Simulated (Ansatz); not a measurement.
Start from P in the black-P type structure (space group Cmce, No. 64; a = 3.3022 Å, b = 10.6908 Å, c = 4.4667 Å; layered, stacked along the Cartesian y axis). Axes: x, y, z lie along a, b, c of the conventional cell.

Calculations: r2SCAN+rVV10 in Ansatz (plane waves to 500 eV, PAW, spin-orbit coupling left out).

For the base:

- Volume per atom: 19.71 Å³

Modification: uniaxial stress, 1 GPa compression along z; all other stress components relax to zero.

**Question.** What does the calculation give for the energy relative to the base and volume per atom after the change?

**Answer.** The energy increases by 1.2 meV/atom; the volume per atom decreases by 0.335 Å³, from 19.71 Å³ to 19.38 Å³.

Load acts through the strain it causes; cell and atoms are relaxed under it. Stability under load was not tested beyond the relaxation. Gaps under 0.05 eV, about the width of the smearing, are given as zero.

Ansatz is a quantum-chemistry and plane-wave program.
